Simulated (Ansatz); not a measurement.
We consider fluorite PbF₂ (high-temperature phase), described by revPBE (PAW; Ansatz, an electronic-structure program).

Numerical settings: plane-wave cutoff 520 eV, 10×10×10 k mesh, Fermi–Dirac smearing 0.01 eV, scalar-relativistic PAW data made under PBE.

A third-order Birch–Murnaghan fit to the energies gives V0 = 18.671 Å³/atom, B0 = 58.8 GPa, B′ = 4.8.

```json
[
 {"V (Å³/atom)": "17.549", "P (GPa)": "4.23"},
 {"V (Å³/atom)": "17.922", "P (GPa)": "[?]"},
 {"V (Å³/atom)": "18.296", "P (GPa)": "1.25"},
 {"V (Å³/atom)": "18.669", "P (GPa)": "0.01"},
 {"V (Å³/atom)": "19.042", "P (GPa)": "[?]"},
 {"V (Å³/atom)": "19.416", "P (GPa)": "-2.10"},
 {"V (Å³/atom)": "19.789", "P (GPa)": "-2.98"}
]
```

Problem. Estimate the withheld pressures from this fit; the answers are the runs' own values.

Solution. 
- 17.922, P (GPa): 2.66
- 19.042, P (GPa): -1.11

The formula P = (3/2) B0 (x^(7/3) − x^(5/3)) [1 + (3/4)(B′ − 4)(x^(2/3) − 1)] with x = V0/V meets the computed pressures within 0.01 GPa when these rounded values are put in.

Measured, for comparison: bulk modulus 64 GPa, equilibrium volume per atom 17.46 Å³/atom (temperature not stated, not corrected to a static lattice; as tabulated in Cadelano and Cappellini (2011), arXiv:1107.5962). Computed (rounded) less measured: bulk modulus -8 %, equilibrium volume per atom +6.9 %.

Spin–orbit coupling is not included; it can shift volumes and moduli of such heavy elements.

Static lattice: no zero-point or thermal effects.
